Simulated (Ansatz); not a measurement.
A computed series for hypothetical cubic perovskite CaSnSe3: response to strain

The parent structure is CaSnSe$_{3}$ in the cubic perovskite structure (space group Pm-3m, No. 221; a = 5.289 Å; a hypothetical phase, not in the database extracts checked). Axes: x, y, z lie along the cube axes.

Strains are applied to the cell and any free atomic positions relax; under biaxial strain the out-of-plane vector relaxes too; under stress the whole cell relaxes.

Levels (all Ansatz, a first-principles code, PAW): PBE (420 eV, spin-orbit coupling left out); PBEsol (420 eV, no spin-orbit coupling).

The base cell above is that of PBE; each level relaxes its own structures.

Notes on the quantities. energy relative to the base: free energy F.

```json
[
 {"case": "biaxial strain −4.41 %, plane normal [001], relaxed out of plane", "energy relative to the base, PBE": "+43 meV/atom", "energy relative to the base, PBEsol": "+47 meV/atom"},
 {"case": "biaxial strain −4.68 %, plane normal [110], relaxed out of plane", "energy relative to the base, PBE": "+31 meV/atom", "energy relative to the base, PBEsol": "+33 meV/atom"},
 {"case": "uniaxial strain ε_xx = −3.65 %", "energy relative to the base, PBE": "+13 meV/atom", "energy relative to the base, PBEsol": "+14 meV/atom"},
 {"case": "uniaxial stress, 3 GPa compression along z", "energy relative to the base, PBE": "+7.9 meV/atom", "energy relative to the base, PBEsol": "+6.8 meV/atom"}
]
```

The two levels differ by at most about 4.0 meV/atom. They put the cases in the same order.

Without a gap, meshes like the base's 9×9×9 leave anisotropic stresses uncertain by several tenths of a GPa, and small strain energies with them. Stability under load was not tested beyond the relaxation. The final runs are not spin-polarised. Many cubic perovskites are stable only at high temperature; tilts and polar distortions were not tested.
